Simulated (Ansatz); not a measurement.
The starting structures come from a database of crystals and need not be the phases stable at ambient conditions.

By PBEsol, the system below comes out a metal.

The ballistic (Sharvin) conductance counts the channels at the Fermi level: G/A = (e²/h) × channels of both spins per area.

Data:

```
CELL_PARAMETERS angstrom
      6.30724     0.00000     0.00000
     -2.75199     5.68114     0.00000
      2.75199    -1.76099     5.40132
ATOMIC_POSITIONS crystal
  Ni 0.85425 0.67171 0.81771
  Ni 0.14575 0.32829 0.18229
  Ni 0.64575 0.81771 0.67171
  Ni 0.35425 0.18229 0.32829
  Ni 0.50000 0.00000 0.50000
  Ni 0.00000 0.50000 0.00000
  Ni 0.41453 0.73928 0.08736
  Ni 0.58547 0.26072 0.91264
  Ni 0.08547 0.08736 0.73928
  Ni 0.91453 0.91264 0.26072
  Ge 0.25000 0.89695 0.89695
  Ge 0.75000 0.10305 0.10305
  Ge 0.54914 0.58476 0.28354
  Ge 0.45086 0.41524 0.71646
  Ge 0.95086 0.28354 0.58476
  Ge 0.04914 0.71646 0.41524
```

Space group of this cell: C2/c. The cell is taken as given; by PBEsol its mean pressure is -1.4 GPa.

The current flows along the normal of the first two printed cell vectors. No spin-orbit coupling; the value is a mean over 0.1 eV about the Fermi level.

**Question.** Compute, with PBEsol (Ansatz, a first-principles code), the ballistic conductance per area.

**Answer.** 0.56 × 10¹⁵ S/m² for both spins.
